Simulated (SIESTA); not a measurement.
Input and output of a relaxation of the atoms for VOs (P4mm, 2 atoms in the cell) (SIESTA).

Computed with SIESTA with LDA PW92, numerical atomic orbitals DZP, PseudoDojo LDA standard norm-conserving potentials (rewritten from UPF to PSML).

The change in words: one atom moved by 0.15 angstrom; MD.TypeOfRun: default → Broyden; MD.Steps: default → 40; MD.MaxForceTol: default → 0.001 eV/Ang. Reference geometry:
```xyz
2
Lattice="3.0015 0.0000 0.0000 0.0000 3.0015 0.0000 0.0000 0.0000 3.0015" Properties=species:S:1:pos:R:3 pbc="T T T"
V      0.0000     0.0000     0.0000
Os     1.5007     1.5007     1.5007
```
Moments meant for the start (each program seeds them in its own way; μB, in the order of the atoms V Os): 2.0 0.0.

Reference input (self-consistent single point, DFT, LDA PW92, numerical atomic orbitals DZP, PseudoDojo LDA standard norm-conserving potentials (rewritten from UPF to PSML)): XC.functional = LDA; XC.authors = PW92; potentials = PseudoDojo LDA standard; PAO.BasisSize = DZP; PAO.EnergyShift = 0.005 Ry; MeshCutoff = 300 Ry; kgrid.MonkhorstPack = 5 5 5; OccupationFunction = FD; ElectronicTemperature = 0.1 eV; Spin = polarized; DM.InitSpin = [1 +2.00, 2 +0.00]; MaxSCFIterations = 150. This run's input differs from it in these lines:

```diff
@@ -18,3 +18,3 @@
 %block AtomicCoordinatesAndAtomicSpecies
-     0.000000000    0.000000000    0.000000000  1
+     0.000000000    0.000000000    0.149999313  1
      1.500743500    1.500743500    1.500743500  2
@@ -46,2 +46,5 @@
 Diag.ParallelOverK           true
+MD.TypeOfRun                 Broyden
+MD.Steps                     40
+MD.MaxForceTol               0.001 eV/Ang
 WriteForces                  true
```

Output, abridged:

```
        iscf     Eharris(eV)        E_KS(eV)     FreeEng(eV)     dDmax    Ef(eV) dHmax(eV)
   scf:    1    -4734.824889    -4760.149321    -4760.188544  0.734737 -4.411876  8.776097
     spin moment: {S} , |S| = {        0.0        0.0    0.85665 }     0.85665
   scf:    2    -4762.218280    -4761.427577    -4761.469069  0.073081 -4.515248  5.186364
     spin moment: {S} , |S| = {        0.0        0.0    0.85775 }     0.85775
   scf:    3    -4762.272710    -4761.885368    -4761.929701  0.052980 -4.734542  3.273155
     spin moment: {S} , |S| = {        0.0        0.0    0.84980 }     0.84980
   [... lines left out ...]
     spin moment: {S} , |S| = {        0.0        0.0    0.00150 }     0.00150
   scf:   34    -4762.435882    -4762.435882    -4762.510193  0.000011 -5.425426  0.000330
     spin moment: {S} , |S| = {        0.0        0.0    0.00148 }     0.00148
   scf:   35    -4762.435882    -4762.435882    -4762.510193  0.000010 -5.425428  0.000317
     spin moment: {S} , |S| = {        0.0        0.0    0.00145 }     0.00145
   scf:   36    -4762.435882    -4762.435882    -4762.510193  0.000010 -5.425430  0.000304
     spin moment: {S} , |S| = {        0.0        0.0    0.00142 }     0.00142
SCF Convergence by DM+H criterion
max |DM_out - DM_in|         :     0.0000099547
max |H_out - H_in|      (eV) :     0.0003044504
SCF cycle converged after 36 iterations

Using DM_out to compute the final energy and forces

siesta: E_KS(eV) =            -4762.4359

siesta: E_KS - E_eggbox =     -4762.4359

siesta: Atomic forces (eV/Ang):
     1   -0.000000   -0.000000   -0.346049
   [... lines left out ...]
outcell: Cell volume (Ang**3)        :     27.0402
        iscf     Eharris(eV)        E_KS(eV)     FreeEng(eV)     dDmax    Ef(eV) dHmax(eV)
siesta: FreeEng =     -4762.545690
siesta: Cell volume =         27.040169 Ang**3
siesta:        -101.37502989       -101.57390310  kBar
   [... lines left out ...]
               3dz2    3dxz    3dx2-y2
   1  6.494   0.965   0.208   0.037   0.985   0.985   0.985   0.162   0.162
              0.162   0.481   0.481   0.351   0.481   0.351  -0.063  -0.063

             -0.057  -0.063  -0.057

Species: Os
Atom  Qatom  Qorb
               5s      6s      6s      5py     5pz     5px     6py     6pz
               6px     5dxy    5dyz    5dz2    5dxz    5dx2-y2 5dxy    5dyz
               5dz2    5dxz    5dx2-y2
   2  8.006   0.919   0.280   0.008   0.985   0.985   0.985   0.171   0.171
              0.171   0.832   0.832   0.614   0.832   0.614  -0.097  -0.097

             -0.052  -0.097  -0.052

mulliken: Qtot =       14.500

Mulliken Atomic Populations:
Atom #   charge [q] valence [e]      Sz [e]  Species
     1     0.012484   12.987516    0.000000  V
     2    -0.012484   16.012484   -0.000000  Os
 Total     0.000000                0.000000
```

The relaxation ended unconverged. 

The starting cell comes from a database of computed structures (which also holds hypothetical and non-ambient phases and stackings), without a prior relaxation at this level. Its lattice was rescaled by up to half a per cent. For this run, on top of that: one atom moved by 0.15 angstrom. Values carry the incompleteness of an atom-centred basis.

Cost on one core of a shared machine: roughly 8 min.
